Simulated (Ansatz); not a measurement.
Seebeck coefficient (μV/K, mean over directions) of n-type C (Fd-3m) against carrier density, Ansatz (an electronic-structure program) with PBE, rigid bands. Computed gap 4.16 eV; densities at which minority carriers matter at this gap, or further valleys turn the trend, are left out. Conductivity mass 0.41 mₑ (harmonic mean over directions), N_c = 5.8e19 cm⁻³ at 300 K.

| electron density | 300 K | 500 K | 800 K |
|---|---|---|---|
| 1e16 cm⁻³ | -959 | -1026 | -1087 |
| 1e17 cm⁻³ | -761 | -827 | -889 |
| 1e18 cm⁻³ | -563 | -629 | -690 |
| 3e18 cm⁻³ | (withheld) | (withheld) | -596 |
| 1e19 cm⁻³ | -365 | -431 | -492 |
| 3e19 cm⁻³ | -273 | -338 | -398 |
| 1e20 cm⁻³ | -178 | -238 | -296 |
| 3e20 cm⁻³ | -105 | -155 | -208 |
| 1e21 cm⁻³ | (withheld) | -83 | -123 |

Question: What belongs in the gaps?

Answer: 
- 3e18 cm⁻³, 300 K: -468
- 3e18 cm⁻³, 500 K: -534
- 1e21 cm⁻³, 300 K: -51

Rigid bands with a gap fixed in temperature, one relaxation time for all states, no polarons or phonon drag, and whether or not such doping can be reached. Spin-orbit coupling is left out. Geometry: cell and atoms relaxed with PBEsol.
